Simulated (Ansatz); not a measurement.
# What each level gives and costs: K2SrCl4 (R-3m, 7 atoms in the cell)

Cell: a = 9.5971 Å, b = 9.5971 Å, c = 9.5971 Å, α = 32.61°, β = 32.61°, γ = 32.61°.

Program: Ansatz (a quantum-chemistry and plane-wave program), default PAW files made with PBE; each row names its functional.

Base settings: basis.ecutwfc = 30.9 Ry; kpoints.mp_grid.grid = 3 3 3; hamiltonian.xc = pbe0; hamiltonian.pseudopotentials = {kind: paw} (the program's default PAW files); scf.occupations.method = gaussian; scf.occupations.width = 0.0037 Ry.

Differences are taken from PBE0, a reference of convenience: it is no measurement, and no ranking of the functionals follows.

Core times come from one kind of shared machine and are given to one figure; runs under 30 s give none.

The starting cell comes from a database of computed structures (which also holds hypothetical and non-ambient phases and stackings), without a prior relaxation at this level. Its lattice was rescaled by a random factor within 2.5 % of one. Ansatz's pressure includes its estimate of the finite-basis (Pulay) stress.

| level | gap on the mesh less reference (eV) | pressure less reference (GPa) | largest difference in the force on any atom (eV/Å) | core time / reference (rough) |
|---|---|---|---|---|
| PBEsol | -2.098 | -0.83 | 0.058 | – |
| HSE06 | -0.731 | 0.04 | 0.004 | 1.0 |
| PBE0 | 0.000 | 0.00 | 0.000 | 1 |

Keys are those of Ansatz 0.2.
